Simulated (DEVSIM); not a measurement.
Device: abrupt Si n-p junction, at 300 K.

| layer (left to right) | material | thickness (μm) | Nd (cm⁻³) | Na (cm⁻³) | τn (s) | τp (s) |
|---|---|---|---|---|---|---|
| 1 | Si | 25.0 | 1e18 | - | 3e-5 | 3e-5 |
| 2 | Si | 1.20 | - | 1.7e15 | 3e-5 | 3e-5 |

Left contact: ohmic. Right contact: ohmic. Voltage is applied to the left contact. Recombination: SRH at mid-gap, radiative, Auger. Gap narrowing is on: ΔEg = 6.92 meV × (l + √(l² + 0.5)), l = ln(N/1.3e17 cm⁻³), shared equally by both band edges. Mobility is constant in doping.

The device is made up for the run: typed textbook-type constants, with dimensions and the other settings drawn at random. Values at 300 K.

```csv
parameter,Si
gap (eV),1.124
affinity (eV),4.05
permittivity,11.7
Nc (cm⁻³),2.86e19
Nv (cm⁻³),3.1e19
μn (cm²/Vs),1417
μp (cm²/Vs),470
B (cm³/s),4.7e-15
Cn (cm⁶/s),2.8e-31
Cp (cm⁶/s),9.9e-32
```

DEVSIM, 1D drift-diffusion, Boltzmann statistics, complete ionisation; no tunnelling, impact ionisation, image-force lowering or self-heating.

### Question
Give the dark reverse current.

### Answer

```json
[
 {"V (V)": "0.20", "J (A/cm²)": "1.1e-8"},
 {"V (V)": "0.50", "J (A/cm²)": "1.7e-8"},
 {"V (V)": "1.00", "J (A/cm²)": "3.7e-8"},
 {"V (V)": "1.50", "J (A/cm²)": "7.7e-8"},
 {"V (V)": "2.00", "J (A/cm²)": "1.3e-7"},
 {"V (V)": "3.00", "J (A/cm²)": "2.5e-7"},
 {"V (V)": "4.00", "J (A/cm²)": "3.8e-7"},
 {"V (V)": "5.00", "J (A/cm²)": "5.1e-7"},
 {"V (V)": "6.50", "J (A/cm²)": "7.1e-7"},
 {"V (V)": "8.00", "J (A/cm²)": "9.0e-7"},
 {"V (V)": "10.00", "J (A/cm²)": "1.2e-6"}
]
```
